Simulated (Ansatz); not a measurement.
Base system: GaN in the zinc blende structure (space group F-43m, No. 216; a = 4.549 Å).

Levels (all Ansatz, a program for electronic structure, PAW): PBE (420 eV, spin-orbit coupling left out); r2SCAN (500 eV, scalar-relativistic without spin-orbit coupling); HSE06 (420 eV, spin-orbit coupling left out); PBE+SOC (420 eV, noncollinear with spin-orbit coupling).

One geometry, relaxed with PBE, under each level:

Notes on the quantities. hole mass: degenerate bands, along [100].

The valence-band top lists the three highest levels at Γ (Kramers pairs under SOC), from the VBM.

```csv
level,band gap,lowest conduction level above the VBM at special points,valence-band top at Γ,electron mass,hole mass,pressure
PBE,1.54 eV,Γ 1.54 eV; X 3.35 eV; L 4.45 eV; K 4.95 eV,"0.00, 0.00, 0.00 eV",0.14 mₑ (at Γ),"0.14, 0.90, 0.90 mₑ (at Γ)",0.00 GPa
r2SCAN,1.94 eV,Γ 1.94 eV; X 3.76 eV; L 4.98 eV; K 5.42 eV,–,0.16 mₑ (at Γ),"0.16, 0.87, 0.87 mₑ (at Γ)",-6.13 GPa
HSE06,[?],[?],–,–,–,–
PBE+SOC,1.54 eV,Γ 1.54 eV; X 3.34 eV; L 4.45 eV; K 4.95 eV,"0.00, 0.00, -0.01 eV",0.14 mₑ (at Γ),"0.21, 0.92 mₑ (at Γ)",-0.02 GPa
```

### Question
Give the withheld HSE06 results.

### Answer

- HSE06, band gap: 2.75 eV
- HSE06, lowest conduction level above the VBM at special points: Γ 2.75 eV; X 4.43 eV; L 5.86 eV

Single points use the geometry relaxed with PBE. Their cutoffs differ, which shifts pressures a little. The spin-orbit shifts are approximate. Effective masses come from finite differences of ±0.01 Å⁻¹. Whether these cells are dynamically stable was not tested. This is not the structure that GaN has at room temperature and ambient pressure.
